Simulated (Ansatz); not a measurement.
Band structure of TePd (P6_3mc, 4 atoms in the cell).

```yaml
crystal:
  lattice:
    - [4.45716, 0.00000, 0.00000]
    - [-2.22858, 3.86001, 0.00000]
    - [0.00000, 0.00000, 7.29979]
  atoms:
    - { symbol: Pd, position: [0.66667, 0.33333, 0.00000] }
    - { symbol: Pd, position: [0.33333, 0.66667, 0.50000] }
    - { symbol: Te, position: [0.66667, 0.33333, 0.62520] }
    - { symbol: Te, position: [0.33333, 0.66667, 0.12520] }
```

Level of theory: PBE (plane waves, PAW; Ansatz, a program for electronic structure).

Settings: basis.ecutwfc = 420 eV; kpoints.mp_grid.grid = 7 7 4; hamiltonian.xc = pbe; hamiltonian.pseudopotentials = {kind: paw} (the program's default PAW files); scf.occupations.method = cold; scf.occupations.width = 0.05 eV; kpoints.band_path.npoints = 16.

The starting cell was generated: these elements placed on a structure prototype, without a prior relaxation; it need not be a known phase or ordering of this composition. Spin-orbit coupling is off. Spin polarisation is off.

Levels in eV from the Fermi level, bands 31 to 38:
| point | 31 | 32 | 33 | 34 | 35 | 36 | 37 | 38 |
|---|---|---|---|---|---|---|---|---|
| Γ | -1.99 | 0.64 | 0.64 | 1.57 | 1.72 | 1.72 | 2.44 | 3.41 |
| M | -1.76 | -1.73 | -1.35 | -0.90 | 0.09 | 0.62 | 4.11 | 4.24 |
| K | -1.78 | -1.50 | -1.50 | -0.53 | -0.53 | -0.33 | 4.48 | 5.85 |
| A | -0.54 | -0.54 | 1.14 | 1.14 | 1.14 | 1.14 | 3.60 | 3.60 |
| L | -1.93 | -1.93 | -0.14 | -0.14 | -0.12 | -0.12 | 3.88 | 3.88 |
| H | -1.74 | -1.74 | -1.10 | -1.10 | 0.03 | 0.03 | 4.74 | 4.74 |

Bands cross the Fermi level along this path, so the cell is metallic at this level.

Keys are those of Ansatz 0.2.
